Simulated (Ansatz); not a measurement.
C (model structure, P4₂/mmc, No. 131, 6 atoms in the cell) was calculated with r²SCAN (Ansatz, a first-principles code, plane waves, PAW).

Settings: plane-wave cutoff 560 eV, 22×22×10 k mesh (along the axes of the cell as run), Fermi–Dirac smearing 0.05 eV, scalar-relativistic PAW data made under PBE.

Cell (relaxed at this level):

```cif
data_C6
_chemical_formula_sum 'C6'
_space_group_name_H-M_alt 'P 1'
_space_group_IT_number 1
_cell_length_a 2.59247
_cell_length_b 2.59247
_cell_length_c 5.96508
_cell_angle_alpha 90.000
_cell_angle_beta 90.000
_cell_angle_gamma 90.000
loop_
_space_group_symop_operation_xyz
  'x, y, z'
loop_
_atom_site_label
_atom_site_type_symbol
_atom_site_fract_x
_atom_site_fract_y
_atom_site_fract_z
_atom_site_occupancy
C1 C 0.00000 0.00000 0.75000 1
C2 C 0.00000 0.00000 0.25000 1
C3 C 0.50000 0.00000 0.88857 1
C4 C 0.50000 0.00000 0.11143 1
C5 C 0.00000 0.50000 0.38857 1
C6 C 0.00000 0.50000 0.61143 1
```

Question: Predict the bulk modulus.

Answer: 
- bulk modulus = 330 GPa

The run finds no gap.

Note: the bulk modulus is −V dP/dV from two relaxed cells at ±2 % in volume; the relaxation could raise the start's symmetry but not lower it, so the cell can be a saddle point.

Computed values are for the static lattice.

Cost on a shared machine: about 110 core-seconds (a rough figure).

A model structure was made by putting elements into a prototype or built by hand; it is no filed structure, need not be a known phase, and can be a saddle point held by its symmetry.
